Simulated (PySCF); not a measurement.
PySCF 2.14.0, BP86/def2-svp, df: Sr(Br)(acac) (CC1=CC(C)=[O]->[Sr]([Br])[O]1), 16 atoms. The geometry is a generated start, not checked to be a minimum at this level.

| Property | Result |
|---|---|
| task | energy |
| method | bp86 |
| basis | def2-svp |
| two-electron scheme | density fitting |
| mol.max_memory | 3000 MB |
| mf.max_cycle | 100 |
| mf.conv_tol | 1e-09 (default) |
| mf.grids.level | 3 (default) |
| effective core potentials | those of the basis set, past Kr |
| basis functions | 188 |
| grid points | 209744 |

```xyz
16

Sr     1.6317     2.1855     0.2269
Br     3.1405     4.3873     0.4596
C     -0.7929    -0.2545    -2.4974
C     -0.1463     0.2199    -1.2180
C     -0.3764    -0.5161    -0.0539
C      0.1322    -0.2425     1.2167
C     -0.2398    -1.1710     2.3480
O      0.8848     0.7267     1.5037
O      0.5632     1.2584    -1.2923
H     -1.3737    -1.1588    -2.3534
H     -1.4368     0.5354    -2.8816
H     -0.0166    -0.4329    -3.2402
H     -1.0106    -1.3832    -0.1471
H     -0.7746    -0.6025     3.1078
H     -0.8556    -1.9991     2.0143
H      0.6708    -1.5527     2.8068
```

With the defaults (mf.init_guess = minao, mf.DIIS = CDIIS, mf.diis = true, mf.level_shift = 0, mf.diis_space = 8, mf.damp = 0, mf.diis_start_cycle = 1) it converges in 18 Fock builds. One run each on 2 threads, 1 BLAS thread, with these changes:
- mf.diis_space = 20
- mf.level_shift = 1 Hartree
- mf.damp = 0.7, mf.diis_start_cycle = 8
- mf.init_guess = 1e
- mf.init_guess = mod_huckel
- mf.diis = false, mf.damp = 0.7, mf.diis_start_cycle = 999
- mf.DIIS = EDIIS
- mf.damp = 0.3, mf.diis_start_cycle = 4
- mf.diis = false

Name the settings that don't reach the solution of the defaults.

No convergence: mf.init_guess = 1e; mf.DIIS = EDIIS; mf.diis = false (the run ends without SCF convergence in 100 cycles). The rest reach the solution of the defaults.

```
setting                                                    Fock builds             end
---------------------------------------------------------  -----------  --------------
mf.damp = 0.7, mf.diis_start_cycle = 8                              16   same solution
the defaults                                                        18   same solution
mf.diis_space = 20                                                  18   same solution
mf.diis = false, mf.damp = 0.7, mf.diis_start_cycle = 999           26   same solution
mf.init_guess = mod_huckel                                          27   same solution
mf.damp = 0.3, mf.diis_start_cycle = 4                              31   same solution
mf.level_shift = 1 Hartree                                          46   same solution
mf.init_guess = 1e                                                 101  no convergence
mf.DIIS = EDIIS                                                    101  no convergence
mf.diis = false                                                    101  no convergence
```
